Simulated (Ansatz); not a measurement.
Input:

```
SnO2
1.0
    4.79238     0.01717     0.03743
    0.01717     4.84245    -0.00381
    0.02521    -0.00257     3.09901
Sn O
2 4
Direct
  0.00000   0.00000   0.00000
  0.50000   0.50000   0.50000
  0.30208   0.30739   0.00242
  0.80214   0.19247   0.50299
  0.19786   0.80753   0.49701
  0.69792   0.69261   0.99758
```

No spin polarisation.

Computed with Ansatz (an electronic-structure program) PBEsol, no spin-orbit coupling, earlier PAW set. k-mesh 7×7×10 (Γ-centred); smearing 0.05 eV (Fermi–Dirac).

**Question.** Predict the hole mass and valence-band top at Γ.

**Answer.** The hole mass comes out as 1.5 mₑ along x, 1.1 mₑ along y, 2.1 mₑ along z (at Γ) and the valence-band top at Γ (three highest levels, from the VBM) is 0.00, -0.82, -0.87 eV.

The levels and masses belong to the bands next to the band gap. The cells carry an imposed strain or load. Effective masses come from finite differences of ±0.01 Å⁻¹. Stability against distortions was not tested. The cell was made from SnO₂ in the rutile structure (space group P4_2/mnm, No. 136) by this change: strain tensor (xx, yy, zz, yz, xz, xy) = (+0.50, +1.55, −3.50, −0.08, +0.79, +0.36) %.
